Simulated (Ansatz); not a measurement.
Band structure of SiO₂ (P4_2/mnm, 6 atoms in the cell).

```
SiO2
1.0
    4.22222     0.00000     0.00000
    0.00000     4.22222     0.00000
    0.00000     0.00000     2.69697
Si O
2 4
Cartesian
  0.00000   0.00000   0.00000
  2.11111   2.11111   1.34848
  1.29200   1.29200   0.00000
  3.40311   0.81911   1.34848
  0.81911   3.40311   1.34848
  2.93022   2.93022   0.00000
```

Method of the run: PBE (plane waves, PAW; Ansatz, a program for electronic structure).

Settings: basis.ecutwfc = 420 eV; kpoints.mp_grid.grid = 5 5 8; hamiltonian.xc = pbe; hamiltonian.pseudopotentials = {kind: paw} (the program's default PAW files); scf.occupations.method = fermi_dirac; scf.occupations.width = 0.05 eV; kpoints.band_path.npoints = 8.

The starting cell has typed, rounded lattice constants, without a prior relaxation at this level. Its lattice was rescaled by a random factor within 2.5 % of one.

### Question
Predict the gap along the standard path and the places of the band edges.

### Answer
The gap along the path is 5.05 eV, direct at Γ to within 0.01 eV.

Levels in eV from the top of the valence band on the path, bands 13 to 20:
```csv
point,13,14,15,16,17,18,19,20
Γ,-2.48,-0.86,-0.86,0.00,5.05,6.58,8.25,8.25
X,-2.62,-2.62,-1.04,-1.04,7.31,7.31,8.86,8.86
M,-2.60,-2.60,-2.17,-2.17,7.05,7.05,9.78,9.78
Z,-2.93,-2.93,-2.57,-2.57,8.68,8.68,12.35,12.35
R,-2.20,-2.20,-1.68,-1.68,8.46,8.46,9.55,9.55
A,-1.70,-1.70,-1.49,-1.49,6.82,6.82,10.80,10.80
```

Keys are those of Ansatz 0.2.
